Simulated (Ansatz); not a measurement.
## BP under load (space group I-4m2): band-edge transport data

Data:

```xyz
2
Lattice="0.0000 2.3387 2.2231 2.3387 0.0000 2.2231 2.3387 2.3387 0.0000" Properties=species:S:1:pos:R:3 pbc="T T T"
B      0.0000     0.0000     0.0000
P      1.1694     1.1694     1.1115
```

Calculation: r2SCAN with spin-orbit coupling, rigid bands (plane waves, PAW; Ansatz, a first-principles code). Condition of this run: biaxial stress in (001) of -12 GPa (compression positive) (the target of the relaxation). Geometry: cell and atoms relaxed with PBEsol, then loaded as said.

band gap: 0.69 eV
electron conductivity mass (300 K, dilute): 0.23 (x), 0.23 (y), 1.13 (z) mₑ
hole conductivity mass (300 K, dilute): 0.25 (x), 0.25 (y), 0.39 (z) mₑ
effective density of states N_c (300 K): 1.2e19 cm⁻³
effective density of states N_v (300 K): 3.5e18 cm⁻³
density-of-states mass, electrons: 0.61 mₑ
density-of-states mass, holes: 0.27 mₑ
Seebeck coefficient, n-type 1e19 cm⁻³, 300 K: -236 μV/K
best n-type power factor at 300 K for τ = 10 fs (best axis; densities from 1e16 to 1e21 cm⁻³ tried, whether or not they can be reached): 8.4 μW/(cm·K²) at 3e19 cm⁻³
Seebeck coefficient, p-type 1e19 cm⁻³, 300 K: 150 μV/K

Rigid bands; masses and Seebeck coefficients take one relaxation time τ for all states and one kind of carrier; polarons and phonon drag are left out. Geometry: cell and atoms relaxed with PBEsol.
